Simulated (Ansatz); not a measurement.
Fluorite PtAl2 was calculated with PBE0 in Ansatz (PAW).

Input:

Ansatz 0.2 input:
```yaml
crystal:
  lattice:
    - [-2.955, -2.955, 0.0]
    - [-2.955, 0.0, -2.955]
    - [0.0, -2.955, -2.955]
  atoms:
    - { symbol: Al, position: [0.25, 0.25, 0.25] }
    - { symbol: Al, position: [0.75, 0.75, 0.75] }
    - { symbol: Pt, position: [0.0, 0.0, 0.0] }
basis:
  ecutwfc: 460
  ecutrho_ratio: 4
  xc_grid: 2
kpoints:
  mp_grid: { grid: [8, 8, 8] }
hamiltonian:
  xc: pbe0
  dispersion: none
  pseudopotentials: { kind: paw }
scf:
  occupations: { method: fermi_dirac, width: 0.05 }
  convergence: { dr2_threshold: 0.0000000003 }
output:
  forces: true
  stress: true
  eigenvalues: true
```

From the output:

```
WARN output.stress: scf.exx.energy_threshold = 1e-6 eV is looser than the 3e-8 eV advised for a stress under a hybrid functional (1e-8 eV for each atom of the …
Crystal: 3 atoms, lattice volume = 51.606 Å³
Basis set: ecut = 460 eV, 1139 PW (Γ), exchange–correlation on 60×60×60 points (8 copies of the dense FFT grid, shifted against one another)
Bands: 16, of which v1, the nominal top of the filled ones, is band 12 counted from 1 (11 counted from 0)
Symmetry: 48 space group operations
Space group: Fm-3m (ITA 225), of the structure as read, at distance tolerance 3.7e-5 Å
k-points: 29 of 512
Functional: x = pbe(κ = 0.804, μ = 0.2195149727645171), c = pbe(β = 0.06672455060314922), warm-up for x = 0.75 pbe(κ = 0.804, μ = 0.2195149727645171) + 0.25 exact, c = pbe(β = 0.06672455060314922)
SCF iter   1: F=—  HF=-13600.658174 eV  |F-HF|=—  |Δ(HF+E_count)|=         —  Δρ=4.50e-3  dr2=1.39e-2
SCF iter   2: F=—  HF=-13600.656091 eV  |F-HF|=—  |Δ(HF+E_count)|=   2.08e-3  Δρ=9.29e-4  dr2=2.70e-4
  ...
SCF 1 converged in 8 iterations: F = -13600.656133 eV  dr2 = 6.89e-11
Crystal: 3 atoms, lattice volume = 51.606 Å³
Initial density: handed on by an earlier stage of this run
Functional: x = 0.75 pbe(κ = 0.804, μ = 0.2195149727645171) + 0.25 exact, c = pbe(β = 0.06672455060314922)
SCF 2 converged in 7 iterations: F = -13601.275505 eV  dr2 = 1.16e-10
Crystal: 3 atoms, lattice volume = 51.606 Å³
Crystal: 3 atoms, lattice volume = 51.606 Å³
SCF iter   7: F=—  HF=-13601.282826 eV  |F-HF|=—  |Δ(HF+E_count)|=   1.80e-9  Δρ=1.76e-7  dr2=3.70e-10
SCF iter   8: F=-13601.282826 eV  HF=-13601.282826 eV  |F-HF|=8.91e-11  |Δ(HF+E_count)|=   2.14e-9  Δρ=3.85e-7  dr2=1.33e-10
SCF 4 converged in 8 iterations: F = -13601.282826 eV  dr2 = 1.33e-10
Free energy (F): -13601.282826 eV
Internal energy: -13601.281525 eV  (E = F + TS)
E sigma→0 (E₀):  -13601.282175 eV
Fermi energy:    11.138501 eV
--- Forces (eV/Å), atoms counted from 1 ---
  atom   1  Al    -0.00000000    -0.00000000     0.00000000
  atom   2  Al    -0.00000000    -0.00000000     0.00000000
  atom   3  Pt     0.00000000     0.00000000    -0.00000000
--- Stress (GPa, compression-positive) ---
       -0.357587      -0.000000       0.000000
        0.000000      -0.357587       0.000000
        0.000000       0.000000      -0.357587
  P = ⅓ Tr σ = -0.3576 GPa (-3.576 kbar)
```

The PAW data were made under PBE.

Note: the run warned that the count of filled bands differs between k points. Note: cell and atoms aren't relaxed at this level (pressure -0.4 GPa).

Ansatz is a quantum-chemistry and plane-wave program.
